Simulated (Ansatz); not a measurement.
Worked sum: formation energy of the neutral 6 Ga_Si in Si (diamond, Fd-3m)

Consider the formation energy of the neutral 6 Ga_Si in Si (diamond, Fd-3m). Reaction: 58 Si (diamond) + 6 Ga (Cmce) → cell A.

A: a supercell of 64 sites of Si (diamond, Fd-3m) with Ga on a Si site (3 Si at 2.40–2.44 Å); Ga on a Si site (3 Si at 2.39–2.40 Å); Ga on a Si site (4 Si at 2.39–2.41 Å); Ga on a Si site (4 Si at 2.40–2.44 Å) and more; the closest two of these centres are 2.7 Å apart, the farthest 9.3 Å; spin state with PBE: run without spin.

Ansatz (an electronic-structure program) with PAW potentials; structures come from PBE relaxations, nuclei static, no net charge. Ansatz runs with its default PAW set. Other levels take these structures. The lattices are those relaxed with PBE, so at other levels the solids can be strained, which adds to the spread. Larger cells are relaxed from a start prepared with the learned potential CHGNet till forces fall under 0.03 eV/Å, which some starts already meet. A dispersion term (D3(BJ), or D4 for r2SCAN) was computed beside these levels and is taken off wherever the name lacks it. The cell is small for its defects, so this is an ordered compound on the host's lattice rather than an isolated defect.

Total energies of the cells in eV, at zero smearing width. They compare only within one column; the weights balance every element.

```
cell           atoms  weight           PBE     r2SCAN+D4
-------------  -----  ------  ------------  ------------
A: Si:6 Ga_Si     64      +1  -59571.16947  -59811.17526
Si (diamond)      64  −29/32  -40691.69042  -40907.53775
Ga (Cmce)          4    −3/2  -15132.08234  -15161.62017
```

PBE: (-59571.16947) − 29/32 × (-40691.69042) − 3/2 × (-15132.08234) = 3.798 eV.

r2SCAN+D4: (-59811.17526) − 29/32 × (-40907.53775) − 3/2 × (-15161.62017) = 3.711 eV.
